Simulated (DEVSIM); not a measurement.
System: Si/Ge p-n heterojunction, at 300 K.

```
layer (left to right)  material  thickness (μm)  Nd (cm⁻³)  Na (cm⁻³)  τn (s)  τp (s)
---------------------  --------  --------------  ---------  ---------  ------  ------
1                            Si           0.590          -     1.1e16  7.2e-7  7.2e-7
2                            Ge            2.90     1.5e17          -  7.2e-7  7.2e-7
```

Left contact: ohmic. Right contact: ohmic. Voltage is applied to the left contact. Recombination: SRH at mid-gap, radiative, Auger. Mobility is constant in doping.

The device is made up for the run: typed textbook-type constants, with dimensions and the other settings drawn at random. Values at 300 K.

| parameter | Si | Ge |
|---|---|---|
| gap (eV) | 1.124 | 0.664 |
| affinity (eV) | 4.05 | 4 |
| permittivity | 11.7 | 16 |
| Nc (cm⁻³) | 2.86e19 | 1.04e19 |
| Nv (cm⁻³) | 3.1e19 | 6e18 |
| μn (cm²/Vs) | 1417 | 3900 |
| μp (cm²/Vs) | 470 | 1900 |
| B (cm³/s) | 4.7e-15 | 6.4e-14 |
| Cn (cm⁶/s) | 2.8e-31 | 1e-31 |
| Cp (cm⁶/s) | 9.9e-32 | 1e-31 |

Model (solved in DEVSIM): 1D drift-diffusion, Boltzmann statistics, complete ionisation; no tunnelling, impact ionisation, image-force lowering or self-heating. Band offsets follow the typed affinities; no thermionic-emission limit at abrupt steps, no polarisation charge.

Task: Tabulate band edges, carrier densities and field at 0.65 V on the left contact.

Result: Energies count from the Fermi level of the right contact; mesh points crowd at the junctions.

| x (μm) | Ec (eV) | Ev (eV) | n (cm⁻³) | p (cm⁻³) | field (V/cm) |
|---|---|---|---|---|---|
| 0.000 | 0.269 | -0.855 | 11000 | 1.1e16 | 120 |
| 0.006462 | 0.269 | -0.855 | 1.0e13 | 1.1e16 | 120 |
| 0.02148 | 0.269 | -0.855 | 3.4e13 | 1.1e16 | 120 |
| 0.05886 | 0.269 | -0.855 | 9.2e13 | 1.1e16 | 120 |
| 0.1913 | 0.271 | -0.853 | 2.9e14 | 1.1e16 | 120 |
| 0.3942 | 0.272 | -0.852 | 5.9e14 | 1.1e16 | -210 |
| 0.5085 | 0.251 | -0.873 | 1.7e15 | 4.6e15 | -5600 |
| 0.5679 | 0.185 | -0.939 | 2.2e16 | 3.0e14 | -20000 |
| 0.5833 | 0.147 | -0.977 | 9.6e16 | 4.1e13 | -33000 |
| 0.5899 | 0.120 | -1.004 | 2.7e17 | 1.5e10 | -47000 |
| 0.5960 | 0.150 | -0.514 | 3.1e16 | 1.3e16 | -27000 |
| 0.6205 | 0.116 | -0.548 | 1.2e17 | 3.3e15 | -5400 |
| 0.6683 | 0.109 | -0.555 | 1.5e17 | 2.5e15 | -110 |
| 0.7804 | 0.109 | -0.555 | 1.5e17 | 2.4e15 | ≈ 0 |
| 1.195 | 0.109 | -0.555 | 1.5e17 | 2.1e15 | ≈ 0 |
| 2.040 | 0.109 | -0.555 | 1.5e17 | 1.3e15 | ≈ 0 |
| 2.876 | 0.109 | -0.555 | 1.5e17 | 5.6e14 | ≈ 0 |
| 3.231 | 0.110 | -0.554 | 1.5e17 | 2.3e14 | ≈ 0 |
| 3.410 | 0.110 | -0.554 | 1.5e17 | 7.2e13 | ≈ 0 |
| 3.459 | 0.110 | -0.554 | 1.5e17 | 2.8e13 | ≈ 0 |
| 3.480 | 0.110 | -0.554 | 1.5e17 | 9.0e12 | ≈ 0 |
| 3.490 | 0.110 | -0.554 | 1.5e17 | 2.9e9 | ≈ 0 |
